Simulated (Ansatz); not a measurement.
Base system: SrHfO₃ (space group I4/mcm, No. 140; a = 5.7143 Å, c = 8.2713 Å; a cell from a computed database, its experimental status unchecked).

The values are results of Ansatz (an electronic-structure program), PBEsol, PAW, cutoff 420 eV, spin-orbit coupling left out, not measurements.

For the base:

The lattice parameter a is 5.714 Å. The band gap is 4.09 eV and the gap character is direct at Γ.

Perturbation: a hydrostatic pressure of 9 GPa.

Task: What does the calculation give for the lattice parameter a, band gap and gap character after the change?

Result: The lattice parameter a decreases by 0.113 Å to 5.601 Å; the band gap rises by 0.04 eV, from 4.09 eV to 4.13 eV; the gap character stays direct at Γ.

Spin-orbit coupling, missing from the scalar runs, can matter with Hf. Load acts through the strain it causes; cell and atoms are relaxed under it. Stability against distortions was not tested. Competing high-pressure phases were not computed.
